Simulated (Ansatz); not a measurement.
**MoS2: response to strain**

The reference is MoS$_{2}$ in the 3R-MoS2 type structure (space group R3m, No. 160; layered, stacked along the Cartesian z axis).

```
MoS2
1.0
    1.58770     0.91666     6.19534
   -1.58770     0.91666     6.19534
    0.00000    -1.83332     6.19534
Mo S
1 2
Direct
  0.00000   0.00000   0.00000
  0.75029   0.75029   0.75029
  0.58300   0.58300   0.58300
```

Cartesian axes are those of the cell as printed.

Strains are applied to the cell and any free atomic positions relax; under biaxial strain the out-of-plane vector relaxes too.

Calculations: r2SCAN+rVV10, PAW, 500 eV (Ansatz, a quantum-chemistry and plane-wave program; spin-orbit coupling left out), earlier PAW set.

Candidates:
(a) biaxial strain −2.91 %, plane normal [001], relaxed out of plane
(b) biaxial strain −0.99 %, plane normal [001], relaxed out of plane
(c) biaxial strain −0.54 %, plane normal [001], relaxed out of plane
(d) biaxial strain −2.36 %, plane normal [001], relaxed out of plane
(e) isotropic strain −0.45 %

Base values:

- Band gap = 1.02 eV

### Question
Order them by band gap, lowest first.

### Answer
(e) isotropic strain −0.45 % (1.01 eV), (c) biaxial strain −0.54 %, plane normal [001], relaxed out of plane (1.06 eV), (b) biaxial strain −0.99 %, plane normal [001], relaxed out of plane (1.08 eV), (d) biaxial strain −2.36 %, plane normal [001], relaxed out of plane (1.15 eV), (a) biaxial strain −2.91 %, plane normal [001], relaxed out of plane (1.19 eV)

Stability against distortions was not tested.
